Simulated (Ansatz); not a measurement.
Base system: GaSb in the zinc blende structure (space group F-43m, No. 216; a = 6.1324 Å).

Method: r2SCAN/PAW in Ansatz (a quantum-chemistry and plane-wave program), no spin-orbit coupling.

Its conduction minimum is a single valley at Γ with mass 0.023 mₑ.

The change: electron doping at 1.0×10^21 cm⁻³ (0.0577 per cell), with a uniform compensating background at fixed cell and a 300 K Fermi–Dirac width.

### Question
Where would a parabolic band put the Fermi level, and where does the calculation put it?

### Answer
k_F = (3π²n)^(1/3) = 0.309 Å⁻¹, so ħ²k_F²/2m = 16 eV above the band edge at zero temperature. The calculation gives 0.70 eV (to 0.05 eV): the band is strongly non-parabolic or higher valleys fill at this density.

Charged cell with a jellium background: band edges are those of the host's band count, energies are not comparable with the neutral cell, and many-body gap narrowing is missing. Spin-orbit coupling, missing from the scalar runs, can matter with Sb. The levels and masses belong to the bands next to the band gap. Effective masses come from finite differences of ±0.01 Å⁻¹. Stability against distortions was not tested.
